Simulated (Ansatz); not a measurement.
# WC (model structure, started from the NbAs type, I4₁md, No. 109, 4 atoms in the cell)

The numbers are results of PBEsol (Ansatz, a program for electronic structure, plane waves, PAW), not measurements.

Numerical settings: plane-wave cutoff 500 eV, 20×20×20 k mesh, Fermi–Dirac smearing 0.05 eV, no spin polarisation, scalar-relativistic PAW data made under PBE.

Cell (relaxed at this level):

Space group I4₁md (No. 109); a = b = 2.863 Å, c = 10.037 Å, α = β = γ = 90.00°

| atom | site | symmetry | x | y | z |
|---|---|---|---|---|---|
| W | 4a | 2mm. | 0.0000 | 0.0000 | 0.4993 |
| C | 4a | 2mm. | 0.0000 | 0.0000 | 0.9167 |
(The calculation used a cell of 4 atoms; values per cell refer to that cell.)

```json
{
 "band_gap": "none"
}
```

Note: the relaxation could raise the start's symmetry but not lower it, so the cell can be a saddle point.

Spin–orbit coupling is not included.

The computed numbers hold no vibrational or temperature effects.

Computing time: about 5 core-minutes (a rough figure).

A model structure was made by putting elements into a prototype or built by hand; it is no filed structure, need not be a known phase, and can be a saddle point held by its symmetry.
